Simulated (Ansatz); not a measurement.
Start from Zn in the hcp (Mg type) structure (space group P6_3/mmc, No. 194; a = 2.613 Å, c = 4.781 Å; relaxed with 0.1 eV smearing). Axes: x lies along a and z along c of the hexagonal cell.

Calculations: DFT with PBEsol, PAW potentials and a 420 eV plane-wave cutoff in Ansatz (a first-principles code), no spin-orbit coupling.

Strains are applied to the cell and any free atomic positions relax.

One change was made to it. Results:

```json
[
 {"quantity": "energy relative to the base (free energy F)", "base": "0 meV/atom", "after": "+4.3 meV/atom"},
 {"quantity": "shortest interatomic distance", "base": "4.938 bohr", "after": "4.938 bohr"}
]
```

Task: Which change produced these results?
A. uniaxial strain ε_zz = −0.50 %
B. uniaxial strain ε_zz = −1.00 %
C. uniaxial strain ε_zz = −3.00 %

Result: C, uniaxial strain ε_zz = −3.00 %. For comparison, the energy relative to the base in the other runs: uniaxial strain ε_zz = −0.50 % gives +0.1 meV/atom; uniaxial strain ε_zz = −1.00 % gives +0.5 meV/atom.

No phonon test of stability was made.
